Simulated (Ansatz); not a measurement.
The structure below was relaxed with DFT with PBE, PAW potentials and a 420 eV plane-wave cutoff in Ansatz (an electronic-structure program), without spin-orbit coupling, at pressure 0.3 GPa.

Space group Fm-3m (No. 225); a = b = c = 6.657 Å, α = β = γ = 90.00°

| atom | site | symmetry | x | y | z |
|---|---|---|---|---|---|
| K | 4a | m-3m | 0.0000 | 0.0000 | 0.0000 |
| Br | 4b | m-3m | 0.5000 | 0.5000 | 0.5000 |

Task: Write out a cell with all atoms.

Result: 
```xyz
8
Lattice="6.6572 0.0000 0.0000 0.0000 6.6572 0.0000 0.0000 0.0000 6.6572" Properties=species:S:1:pos:R:3 pbc="T T T"
K      0.0000     0.0000     0.0000
Br     3.3286     0.0000     0.0000
K      0.0000     3.3286     3.3286
Br     3.3286     3.3286     3.3286
K      3.3286     0.0000     3.3286
Br     0.0000     0.0000     3.3286
K      3.3286     3.3286     0.0000
Br     0.0000     3.3286     0.0000
```
This is the conventional cell.

Load acts through the strain it causes; cell and atoms are relaxed under it. No phonon test of stability was made. The cell was made from KBr in the rock salt structure (space group Fm-3m, No. 225) by this change: pressure 0.3 GPa.
